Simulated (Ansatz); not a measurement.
We consider AlB2-type TiB2, described by LDA (plane waves, PAW; Ansatz, a first-principles code).

Settings: plane-wave cutoff 520 eV, 24×24×16 k mesh (along the axes of the cell as run), Fermi–Dirac smearing 0.05 eV, no spin polarisation, scalar-relativistic PAW data made under PBE.

Starting structure:

```xyz
3
Lattice="3.0300 0.0000 0.0000 -1.5150 2.6241 0.0000 0.0000 0.0000 3.2300" Properties=species:S:1:pos:R:3 pbc="T T T"
Ti     0.0000     0.0000     0.0000
B      1.5150     0.8747     1.6150
B      0.0000     1.7494     1.6150
```

**Question.** Into what structure does the relaxation of cell and atoms lead at this level, with the symmetry of the start kept?

**Answer.** The volume drops by 4.5 %; final space group P6/mmm.
```xyz
3
Lattice="2.9937 0.0000 0.0000 -1.4968 2.5926 0.0000 0.0000 0.0000 3.1597" Properties=species:S:1:pos:R:3 pbc="T T T"
Ti     0.0000     0.0000     0.0000
B      1.4968     0.8642     1.5799
B      0.0000     1.7284     1.5799
```
